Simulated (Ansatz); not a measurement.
Results of PBE0 (plane waves, PAW; Ansatz, a quantum-chemistry and plane-wave program) for hexagonal WC.

Settings: plane-wave cutoff 460 eV, 12×12×10 k mesh (along the axes of the cell as run), Fermi–Dirac smearing 0.05 eV, no spin polarisation, scalar-relativistic PAW data made under PBE.

Computed at the level's own relaxed cell.

Problem. What does this level give for the equilibrium lattice constant a and c axis length?

Solution. 
- equilibrium lattice constant a = 2.899 Å
- c axis length = 2.827 Å

Measured, for comparison: lattice constant a 2.906 Å, lattice parameter c 2.837 Å (300 K, not corrected to a static lattice; as tabulated in Wikipedia's data pages). Computed (rounded) less measured: lattice constant a -0.2 %, lattice parameter c -0.4 %. A static lattice is as a rule a little smaller and stiffer than an uncorrected measurement, which narrows the difference in the lattice parameter c and would widen misses of the other sign.

Note: the run has no spin polarisation, so it can have missed a magnetic state.

Spin–orbit coupling is not included.

Static lattice: no zero-point or thermal effects.

Cost on a shared machine: very roughly 60 core-minutes.
